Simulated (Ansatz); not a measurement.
The starting structures come from a database of crystals and need not be the phases stable at ambient conditions.

**Evanescent states of TlSbO3 (R-3, not sure to be the ambient phase, 10 atoms a cell, 17.9 Å³ an atom, -3 GPa at this level) along the normal of (101)**

Calculation: r2SCAN (plane waves, PAW; Ansatz, a program for electronic structure).

No gap correction and no spin-orbit coupling; mid-gap values are interpolated between computed energies.

Energies count from the valence-band top; κ is the least over a 6×4 mesh across the current.

```tsv
E (eV)	κ (1/Å)	where
0.07	0.168	Γ
0.21	0.236	off Γ
0.35	0.258	off Γ
0.49	0.275	off Γ
0.63	0.289	off Γ
0.77	0.298	off Γ
0.91	0.304	off Γ
1.05	0.308	off Γ
1.19	0.310	off Γ
1.33	0.311	off Γ
1.47	0.310	off Γ
1.61	0.307	off Γ
1.75	0.302	off Γ
1.89	0.295	off Γ
2.03	0.285	off Γ
2.17	0.271	off Γ
2.31	0.254	off Γ
2.45	0.229	off Γ
2.59	0.190	off Γ
2.73	0.093	off Γ
```

**Question.** How thick must the barrier be to attenuate the transmission by 10^4 when the electrodes' Fermi level lies at 1.33 eV, and what attenuation does that film give at 1.47 eV?

**Answer.** d = 4 ln 10 / (2 × 0.311) = 14.8 Å. At 1.47 eV it gives 4 × 0.310/0.311 = 4.0 decades.
